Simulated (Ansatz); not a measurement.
The parent structure is Mo in the bcc (W type) structure (space group Im-3m, No. 229; a = 3.1301 Å; relaxed with 0.1 eV smearing). Axes: x, y, z lie along the cube axes.

Level of theory: PBEsol, PAW, 420 eV (Ansatz, a quantum-chemistry and plane-wave program; no spin-orbit coupling), earlier PAW set.

Strains are applied to the cell and any free atomic positions relax; under biaxial strain the out-of-plane vector relaxes too.

One change was made to it. Results:

| quantity | base | after |
|---|---|---|
| energy relative to the base (free energy F) | 0 meV/atom | +14 meV/atom |
| pressure | 0.0 GPa | -8.6 GPa |

Task: Which change produced these results?
A. strain tensor (xx, yy, zz, yz, xz, xy) = (+0.32, −2.46, +0.94, +0.72, +1.12, −0.37) %
B. biaxial strain +0.35 %, plane normal [001], relaxed out of plane
C. isotropic strain +1.10 %

Result: C, isotropic strain +1.10 %. For comparison, the energy relative to the base in the other runs: strain tensor (xx, yy, zz, yz, xz, xy) = (+0.32, −2.46, +0.94, +0.72, +1.12, −0.37) % gives +17 meV/atom; biaxial strain +0.35 %, plane normal [001], relaxed out of plane gives +0.6 meV/atom.

Stability against distortions was not tested. All final runs are without spin polarisation.
